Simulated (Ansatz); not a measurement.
**A computed series for MgTe: response to strain**

The reference is MgTe in the zinc blende structure (space group F-43m, No. 216; a = 6.368 Å). Axes: x, y, z lie along the cube axes.

Strains are applied to the cell and any free atomic positions relax; under biaxial strain the out-of-plane vector relaxes too.

Method: Kohn–Sham DFT with the LDA functional, run in Ansatz (an electronic-structure program) with PAW and 420 eV plane waves, no spin-orbit coupling.

Candidates:
(a) biaxial strain −1.00 %, plane normal [001], relaxed out of plane
(b) biaxial strain −3.00 %, plane normal [001], relaxed out of plane
(c) biaxial strain +3.00 %, plane normal [001], relaxed out of plane
(d) biaxial strain +1.00 %, plane normal [001], relaxed out of plane
(e) biaxial strain +2.00 %, plane normal [001], relaxed out of plane

Q: Order them by out-of-plane strain, highest first.

A: (b) biaxial strain −3.00 %, plane normal [001], relaxed out of plane (+4.01 %), (a) biaxial strain −1.00 %, plane normal [001], relaxed out of plane (+1.39 %), (d) biaxial strain +1.00 %, plane normal [001], relaxed out of plane (-1.41 %), (e) biaxial strain +2.00 %, plane normal [001], relaxed out of plane (-2.89 %), (c) biaxial strain +3.00 %, plane normal [001], relaxed out of plane (-4.44 %)

No phonon test of stability was made.
